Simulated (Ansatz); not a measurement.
Base system: ZnCu2SnS4 (space group I-4, No. 82; a = 5.374 Å, c = 10.755 Å). Axes: x, y, z lie along a, b, c of the conventional cell.

The values are results of PBEsol (Ansatz, a program for electronic structure; PAW; 420 eV plane waves; without spin-orbit coupling), not measurements.

Now apply this change: a pure shear with ε_xz = ε_zx = 0.0120; the atoms relax in the strained cell.

**Question.** How does this affect the stress and largest internal atomic displacement?

**Answer.** The stress (xx, yy, zz, yz, xz, xy; compression positive) amounts to (-0.01, 0.00, -0.01, 0.00, -1.06, 0.00) GPa; the largest internal atomic displacement amounts to 0.021 Å.

No phonon test of stability was made. All final runs are without spin polarisation.
